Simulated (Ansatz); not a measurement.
**BN (space group P6/mmm, No. 191; a hypothetical phase, not in the database extracts checked; made of chains)**

BN has the hexagonal space group P6/mmm (No. 191), Pearson symbol hP2. Cell: a = 4.538 Å, b = 4.538 Å, c = 2.622 Å, α = 90.00°, β = 90.00°, γ = 120.00°. B on 1b has 2 N at 1.311 Å (linear). N on 1a has 2 B at 1.311 Å (linear). (Neighbours: up to the widest gap in distance over summed covalent radii, below 1.35, at either atom.)

Method: DFT with PBE, PAW potentials and a 420 eV plane-wave cutoff in Ansatz (an electronic-structure program), no SOC. k-mesh 8×8×12 (Γ-centred); smearing 0.05 eV (Fermi–Dirac).

```json
{
  "volume_per_atom": "23.38 Å³",
  "density": "0.88 g/cm³",
  "band_gap": "3.51 eV, indirect, A → L",
  "total_energy": "-270.403 eV/atom (σ→0; compares only within this code and set-up)"
}
```

Stability against distortions was not tested. The base started in P3_121 and relaxed to P6/mmm at this level. No dispersion term is included, though the crystal is made of layers, chains or molecules, so its spacings can come out too wide.
